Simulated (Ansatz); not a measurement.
**How far PBE and r2SCAN part for Pd**

The parent structure is Pd in the fcc (Cu type) structure (space group Fm-3m, No. 225; a = 3.943 Å).

(Cell as relaxed with PBE.)

Levels (all Ansatz, a program for electronic structure, PAW, earlier PAW set): PBE (420 eV, no spin-orbit coupling); r2SCAN (500 eV, no spin-orbit coupling).

Each level relaxes its own structure.

```json
[
 {"quantity": "volume per atom", "PBE": "15.32 Å³", "r2SCAN": "…"},
 {"quantity": "lattice parameter a", "PBE": "3.943 Å", "r2SCAN": "…"},
 {"quantity": "band gap", "PBE": "zero", "r2SCAN": "…"}
]
```

What does r2SCAN give?


- volume per atom, r2SCAN: 14.96 Å³
- lattice parameter a, r2SCAN: 3.911 Å
- band gap, r2SCAN: zero

PBE's volume per atom lies 0.36 Å³ above r2SCAN's (2.4 %); PBE's lattice parameter a lies 0.0312 Å above r2SCAN's (0.8 %); the two agree on the band gap. Neither level is exact; r2SCAN is the comparison here, not a measurement.

Whether these cells are dynamically stable was not tested. All final runs are without spin polarisation. Pd has a high density of states at the Fermi level and may be magnetic at this level.
